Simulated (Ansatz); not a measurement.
Base system: SiO₂ (space group P3_221, No. 154).

```yaml
crystal:
  lattice:
    - [4.86585, 0.00000, 0.00000]
    - [-2.43292, 4.21395, 0.00000]
    - [0.00000, 0.00000, 5.36522]
  atoms:
    - { symbol: Si, position: [0.00000, 0.46475, 0.33333] }
    - { symbol: Si, position: [0.53525, 0.53525, 0.00000] }
    - { symbol: Si, position: [0.46475, 0.00000, 0.66667] }
    - { symbol: O, position: [0.27611, 0.41114, 0.22119] }
    - { symbol: O, position: [0.58886, 0.86497, 0.88785] }
    - { symbol: O, position: [0.72389, 0.13503, 0.44548] }
    - { symbol: O, position: [0.86497, 0.58886, 0.11215] }
    - { symbol: O, position: [0.41114, 0.27611, 0.77881] }
    - { symbol: O, position: [0.13503, 0.72389, 0.55452] }
```

Cartesian axes are those of the cell as printed.

All numbers come from DFT with LDA, PAW potentials and a 420 eV plane-wave cutoff in Ansatz (a program for electronic structure), no SOC.

Base values:

- Pressure = 0.00 GPa

It is then changed as follows: the cell is stretched by 3.00 % along z with no lateral relaxation; the atoms relax in the strained cell.

### Question
What does the calculation give for the largest internal atomic displacement after the change?

### Answer
The largest internal atomic displacement is 0.063 Å.

### Question
Predict the new pressure.

### Answer
The pressure (mean of the normal stresses, compression positive) goes from zero to -1.06 GPa.

### Question
How does this affect the energy relative to the base?

### Answer
The energy increases by 3.2 meV/atom.

No phonon test of stability was made.
